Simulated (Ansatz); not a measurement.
The starting structures come from a database of crystals and need not be the phases stable at ambient conditions.

Input:

```yaml
crystal:
  lattice:
    - [3.94848, 0.00000, 0.00000]
    - [1.97424, 12.55279, 0.02650]
    - [0.00000, 0.61276, 3.90065]
  atoms:
    - { symbol: Ba, position: [0.00000, 0.00000, 0.00000] }
    - { symbol: Ta, position: [0.41124, 0.17753, 0.41124] }
    - { symbol: Ta, position: [0.58876, 0.82247, 0.58876] }
    - { symbol: Bi, position: [0.20081, 0.59838, 0.20081] }
    - { symbol: Bi, position: [0.79919, 0.40162, 0.79919] }
    - { symbol: O, position: [0.08141, 0.83718, 0.58141] }
    - { symbol: O, position: [0.91859, 0.16282, 0.41859] }
    - { symbol: O, position: [0.58141, 0.83718, 0.08141] }
    - { symbol: O, position: [0.41859, 0.16282, 0.91859] }
    - { symbol: O, position: [0.75000, 0.50000, 0.25000] }
    - { symbol: O, position: [0.25000, 0.50000, 0.75000] }
    - { symbol: O, position: [0.50000, 0.00000, 0.50000] }
    - { symbol: O, position: [0.33562, 0.32877, 0.33562] }
    - { symbol: O, position: [0.66438, 0.67123, 0.66438] }
```

Space group of this cell: I4/mmm. The cell was relaxed by PBE-D3(BJ); by r2SCAN its mean pressure is -1.8 GPa.

Transport runs along the normal of the first two printed cell vectors, the (101) plane of the conventional cell.

The gap is the functional's own. No spin-orbit coupling. Mid-gap values are interpolated on the energy grid.

### Question
Predict the band gap and the smallest decay constant κ at mid-gap from r2SCAN (Ansatz, an electronic-structure program).

### Answer
Gap 2.62 eV on a 8×8×8 mesh; κ = 0.275 1/Å, at (0.000, 0.500) of the in-plane reciprocal vectors. At the zone centre, at the nearest computed energy, the slowest state has κ = 0.27 1/Å.
